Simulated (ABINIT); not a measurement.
Troubleshooting ABINIT: a failed run on SrMg (Pm-3m, 2 atoms in the cell). The aim is a self-consistent single point with DFT, PBEsol, plane waves, norm-conserving pseudopotentials (PseudoDojo nc-sr-04 PBEsol standard).

Input:

```
# SrMg, PseudoDojo nc-sr-04 PBEsol standard
pp_dirpath "./"
pseudos "Sr.upf, Mg.upf"
acell 7.9185571745 7.9185571745 7.9185571745
rprim
         1.0000000000    0.0000000000    0.0000000000
         0.0000000000    1.0000000000    0.0000000000
         0.0000000000    0.0000000000    1.0000000000
natom 3
ntypat 2
znucl 38 12
typat 1 2
xred
         0.5000000000    0.5000000000    0.5000000000
         0.0000000000    0.0000000000    0.0000000000
ecut 42
ixc -116133
occopt 7
tsmear 0.1 eV
nband 15
kptopt 1
ngkpt 8 8 8
nshiftk 1
shiftk 0 0 0
nstep 80
tolvrs 1.0e-10
prtwf 0
prtden 0
prtvol 1
enunit 1
```

Output (repeated stretches shortened):

```
 ++++++++++++++++++++++++++++++++++++++++++++++++++++++++++++++++++++++++++++++

 Netcdf library supports MPI-IO
-instrng: 30 lines of input have been read from file run.abi

 For atom type 1, psp file is ./Sr.upf
 For atom type 2, psp file is ./Mg.upf

 inpspheads: deduce mpsang = 3, n1xccc = 2501.

=======================================================
 invars1m : enter jdtset= 0

--- !WARNING
src_file: m_parser.F90
src_line: 353
message: |
    Attempted to read ndig: 4 integer digits
    from string(1:ndig)= `XRED` to initialize an integer variable
    iomsg: Bad integer for item 1 in list input
...

--- !ERROR
src_file: m_parser.F90
src_line: 2071
mpi_rank: 0
message: |
    An error occurred reading data for keyword ` TYPAT`,
    looking for 3 elements.
    There is a problem with the input string:
     XRED 0.5000000000 0.5000000000 0.5000000000 0.0000000000 0.0000000000 0.0000000000 ECUT 42 IXC -116133 OCCOPT 7 TSMEAR 0.1 EV NBAND 15 KPTOPT 1 NGKPT 8 8 8 NSHIFTK 1 SHIFTK 0 0 0 NSTEP 80 TOLVRS 1.0E-10 PRTWF 0 PRTDEN 0 PRTVOL 1 ENUNIT 1
    Maybe a disagreement between the declared dimension of the array,
    and the number of items provided.
    Action: correct your input file and especially the keyword:  TYPAT
...

 abinit_abort: decision taken to exit. Check above messages for more info
Abort(13) on node 0 (rank 0 in comm 0): application called MPI_Abort(MPI_COMM_WORLD, 13) - process 0

--- !ERROR
src_file: m_parser.F90
src_line: 2071
mpi_rank: 0
message: |
    An error occurred reading data for keyword ` TYPAT`,
    looking for 3 elements.
    There is a problem with the input string:
     XRED 0.5000000000 0.5000000000 0.5000000000 0.0000000000 0.0000000000 0.0000000000 ECUT 42 IXC -116133 OCCOPT 7 TSMEAR 0.1 EV NBAND 15 KPTOPT 1 NGKPT 8 8 8 NSHIFTK 1 SHIFTK 0 0 0 NSTEP 80 TOLVRS 1.0E-10 PRTWF 0 PRTDEN 0 PRTVOL 1 ENUNIT 1
    Maybe a disagreement between the declared dimension of the array,
    and the number of items provided.
    Action: correct your input file and especially the keyword:  TYPAT
...
```

Task: Read the log: what does the program object to, and what is the fix?

Result: The fault is an atom count that does not match the list of atoms; here the program stops on it instead of giving results. To fix it, make the count match the list. The program stopped before any SCF iteration.

An input that runs soundly differs in these lines (not the only fix; some lines may just follow from the change or write a value another way):
```diff
-natom 3
+natom 2
```

With that input, the run converged in 9 iterations: free energy E − TS -2544.53 eV; Fermi level (on the code's own zero) 4.14 eV; pressure -0.93 GPa (DFT, PBEsol, plane waves, norm-conserving pseudopotentials (PseudoDojo nc-sr-04 PBEsol standard)).

On the sound input: the starting cell comes from a database of computed structures (which also holds hypothetical and non-ambient phases and stackings), without a prior relaxation at this level.
